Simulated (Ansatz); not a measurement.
The starting structures come from a database of crystals and need not be the phases stable at ambient conditions.

Tunnelling through a barrier is set by its complex band structure: the current falls as exp(−2κd) with the smallest κ.

Input:

```yaml
crystal:
  lattice:
    - [7.71710, 0.00000, 0.00000]
    - [0.00000, 10.91363, 0.00000]
    - [3.85855, 5.45681, 3.85855]
  atoms:
    - { symbol: Cs, position: [0.50000, 0.75000, 0.00000] }
    - { symbol: Cs, position: [0.50000, 0.25000, 0.00000] }
    - { symbol: Na, position: [0.00000, 0.50000, 0.00000] }
    - { symbol: Y, position: [0.00000, 0.00000, 0.00000] }
    - { symbol: Cl, position: [0.00000, 0.75750, 0.48500] }
    - { symbol: Cl, position: [0.00000, 0.24250, 0.51500] }
    - { symbol: Cl, position: [0.51500, 0.75750, 0.48500] }
    - { symbol: Cl, position: [0.48500, 0.24250, 0.51500] }
    - { symbol: Cl, position: [0.00000, 0.75750, 0.00000] }
    - { symbol: Cl, position: [0.00000, 0.24250, 0.00000] }
```

Space group of this cell: Fm-3m. The cell is taken as given; by PBEsol its mean pressure is -1.5 GPa.

Transport runs along the normal of the first two printed cell vectors, the (110) plane of the conventional cell.

The gap is the functional's own. No spin-orbit coupling. Mid-gap values are interpolated on the energy grid.

### Question
Give the band gap and the smallest decay constant κ at mid-gap that Ansatz (a first-principles code) with PBEsol yields.

### Answer
Gap 4.99 eV on a 8×8×8 mesh; κ = 0.369 1/Å, at the zone centre.
